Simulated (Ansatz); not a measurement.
We consider cubic perovskite SrMnO3 (metastable phase), described by r²SCAN in Ansatz (PAW).

Numerical settings: plane-wave cutoff 500 eV, 10×10×10 k mesh, Fermi–Dirac smearing 0.05 eV, ferromagnetic start, spin-polarised with parallel moments, scalar-relativistic PAW data made under PBE.

Computed at the level's own relaxed cell.

**Question.** What does this level give for the volume per atom and lattice constant a?

**Answer.** 
- volume per atom: 10.99 Å³/atom
- lattice constant a: 3.802 Å

Note: the magnetic order was assumed, not searched for or taken from measurement; the relaxation could not lower the start's symmetry, so the cell can be a saddle point above a distorted one.

Static lattice: no zero-point or thermal effects.

It cost about 7 core-minutes (a rough figure) of CPU time.

Ansatz is a first-principles code.
